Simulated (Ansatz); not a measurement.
Functionals compared on a constructed model of the (100) surface of fcc Rh, a pseudomorphic layer of Ni in the host's stacking (bottom of the slab: a bare face, its two planes held), in Ansatz (plane waves, PAW). The structure was relaxed with PBE; the other rows are single points on it. Cutoff 420 eV.

Model: 7-atom slab, 11.6 Å thick at the start, 14x14x1 mesh, Fermi-Dirac 0.1 eV, dipole correction, 2 atoms held, the rest relaxed; symmetry of the start imposed; spin-polarised, ending with about 0.7 μB a cell; orders that need a larger cell were not tried, no spin-orbit, no U. It is one candidate, not shown to be the stable structure of the face. These notes are the PBE run's. RPBE: The program's check for a lower electronic state was not made.

| functional | work function of the top face (eV) | magnetic moment of the cell (μB) | rough cost of the single point |
|---|---|---|---|
| PBE | 4.70 | 0.73 | – |
| RPBE | 4.52 | 0.78 | very roughly 100 core-seconds |

Ansatz is a first-principles code.
